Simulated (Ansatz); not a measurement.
# A computed series for LiH: response to strain

Start from LiH in the rock salt structure (space group Fm-3m, No. 225; a = 4.0039 Å). Axes: x, y, z lie along the cube axes.

Strains are applied to the cell and any free atomic positions relax; under stress the whole cell relaxes.

Method: Ansatz (a program for electronic structure), r2SCAN, PAW, cutoff 500 eV, spin-orbit coupling left out, earlier PAW set.

Problem. Only one of these has a direct gap. Which?
A) isotropic strain +3.85 %
B) uniaxial stress, 5 GPa compression along x
C) strain tensor (xx, yy, zz, yz, xz, xy) = (−1.61, −1.77, +1.41, +0.62, +0.06, −0.91) %

Solution. A, isotropic strain +3.85 %. Computed: isotropic strain +3.85 %: direct at X; uniaxial stress, 5 GPa compression along x: indirect, M → X; strain tensor (xx, yy, zz, yz, xz, xy) = (−1.61, −1.77, +1.41, +0.62, +0.06, −0.91) %: indirect, U → T

Stability under load was not tested beyond the relaxation. k-point labels follow each cell's own Brillouin zone.
